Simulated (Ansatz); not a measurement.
**BAs (space group P4_2/mnm, No. 136; a hypothetical phase, not in the database extracts checked)**

```cif
data_As4B4
_chemical_formula_sum 'B4 As4'
_space_group_name_H-M_alt 'P 1'
_space_group_IT_number 1
_cell_length_a 5.88921
_cell_length_b 5.88921
_cell_length_c 3.38941
_cell_angle_alpha 90.000
_cell_angle_beta 90.000
_cell_angle_gamma 90.000
loop_
_space_group_symop_operation_xyz
  'x, y, z'
loop_
_atom_site_label
_atom_site_type_symbol
_atom_site_fract_x
_atom_site_fract_y
_atom_site_fract_z
_atom_site_occupancy
B1 B 0.32273 0.67727 0.00000 1
B2 B 0.67727 0.32273 0.00000 1
B3 B 0.82273 0.82273 0.50000 1
B4 B 0.17727 0.17727 0.50000 1
As1 As 0.31862 0.31862 0.00000 1
As2 As 0.68138 0.68138 0.00000 1
As3 As 0.18138 0.81862 0.50000 1
As4 As 0.81862 0.18138 0.50000 1
```

All numbers come from PBE (Ansatz, a program for electronic structure, PAW, no SOC). Settings: 6×6×10 k-points, 0.05 eV Fermi–Dirac smearing.

Volume per atom: 14.69 Å³
Density: 4.84 g/cm³
Band gap: 0.80 eV, indirect, Γ → k = (0, 0, 0.300) in the run's primitive reciprocal basis
Electron mass: 0.46 mₑ along k, 0.35 mₑ across
Total energy: -2505.934 eV/atom (σ→0; compares only within this code and set-up)

Effective masses come from finite differences of ±0.01 Å⁻¹. Along k means along the line from Γ to the band edge. Stability against distortions was not tested.
